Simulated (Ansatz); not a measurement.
An Ansatz (a first-principles code) run: Y with a change (pressure 15 GPa); PBEsol (Ansatz; PAW; 420 eV plane waves; without spin-orbit coupling).

Input:

Ansatz 0.2 input:
```yaml
crystal:
  lattice:
    - [3.3854144927, 0, 0]
    - [-1.6927072464, 2.931854953, 0]
    - [0, 0, 5.32817059]
  atoms:
    - { symbol: Y, position: [0.6666666667, 0.3333333333, 0.75] }
    - { symbol: Y, position: [0.3333333333, 0.6666666667, 0.25] }
basis: { ecutwfc: 420, ecutrho_ratio: 4, xc_grid: 2, fft_grid_basis: typed }
kpoints: { mp_grid: { grid: [15, 15, 9] } }
hamiltonian:
  xc: pbesol
  dispersion: none
  pseudopotentials: { kind: paw }
scf: { occupations: { method: fermi_dirac, width: 0.05 } }
relax: { f_tol: 0.01, max_steps: 60, cell: { stress_tol: 0.02, p_target: 15.0 } }
output: { forces: true, stress: true }
checkpoint: { write: state.ck, write_every: 1000 }
```

Output (explanatory and most iteration lines left out):

```
Relaxation: its limit of steps is 60 (relax.max_steps)
Pseudopotential: Y, paw, valence charge 11
Crystal: 2 atoms, lattice volume = 52.885 Å³
Basis set: ecut = 420 eV, 1085 PW (Γ), exchange–correlation on 48×48×72 points (8 copies of the dense FFT grid, shifted against one another)
Bands: 15, of which v1, the nominal top of the filled ones, is band 11 counted from 1 (10 counted from 0)
Symmetry: 24 space group operations
Space group: P63/mmc (ITA 194), of the structure as read, at distance tolerance 3.8e-5 Å
k-points: 135 of 2025
Functional: x = pbesol(κ = 0.804, μ = 0.12345679012345678), c = pbesol(β = 0.046)
SCF iter   1: F=—  HF=-7589.912471 eV  |F-HF|=—  |Δ(HF+E_count)|=         —  Δρ=3.34e-3  dr2=5.42e-3  ethr=1.77e-3  ⟨swp⟩=4.7  Hψ=9025  notcnv=0
SCF iter   2: F=—  HF=-7589.911681 eV  |F-HF|=—  |Δ(HF+E_count)|=   7.90e-4  Δρ=1.93e-3  dr2=1.97e-3  ethr=2.46e-5  ⟨swp⟩=2.7  Hψ=4162  notcnv=0
SCF 1 converged in 6 iterations: F = -7589.911182 eV  dr2 = 1.07e-8
relax step   1: F+E_penalty+E_count = -7589.91118181 eV  Δ(F+E_penalty+E_count) = +0.000e0 eV  max|allowed force component| = 2.776e-17 eV/Å  Δτ_max = 0.0000 Å  P = +9.001 GPa  Ω = 52.885 Å³  (6 SCF iters, dr2 threshold 1.00e-7 eV, accepted)
[... steps on the carried basis left out ...]
relax step   7: F+E_penalty+E_count = -7589.60644175 eV  Δ(F+E_penalty+E_count) = +1.248e-4 eV  max|allowed force component| = 3.007e-17 eV/Å  Δτ_max = 0.0000 Å  P = +15.009 GPa  Ω = 48.767 Å³  stress off target by 1.26e-2 GPa  SCF on the basis re-selected at this cell (its energy is not comparable with the rows above)  (8 SCF iters)
SCF converged after 8 iterations
Free energy (F): -7589.606442 eV
Internal energy: -7589.581068 eV  (E = F + TS)
E sigma→0 (E₀):  -7589.593755 eV
Entropy (-TS):   -0.025374 eV (-12.687 meV/atom)
Fermi energy:    13.050776 eV
--- Forces (eV/Å), atoms counted from 1 ---
  atom   1  Y      0.00000000    -0.00000000     0.00000000
  atom   2  Y      0.00000000     0.00000000    -0.00000000
--- Stress (GPa, compression-positive) ---
       15.006832       0.000000       0.000000
        0.000000      15.006832      -0.000000
        0.000000      -0.000000      15.012579
  P = ⅓ Tr σ = 15.0087 GPa (150.087 kbar)
--- Relaxed structure (6 steps of the walk, 6 accepted, 1 SCFs on fresh bases) ---
  cell:  # Å, volume = 48.7675 Å³
    - [3.2869643842608363, 2.8028049506477765e-11, 0.0]
    - [-1.6434821921546912, 2.8465946580905452, 0.0]
    - [0.0, 0.0, 5.21206051779955]
  atoms:
    - { symbol: Y, position: [0.6666666666666666, 0.3333333333333333, 0.7500000000000001] }
    - { symbol: Y, position: [0.33333333333333337, 0.6666666666666666, 0.25000000000000006] }
```

Load acts through the strain it causes; cell and atoms are relaxed under it. Whether these cells are dynamically stable was not tested. No other phases were tried under pressure. All final runs are without spin polarisation. The cell was made from Y in the hcp (Mg type) structure (space group P6_3/mmc, No. 194) by this change: pressure 15 GPa.
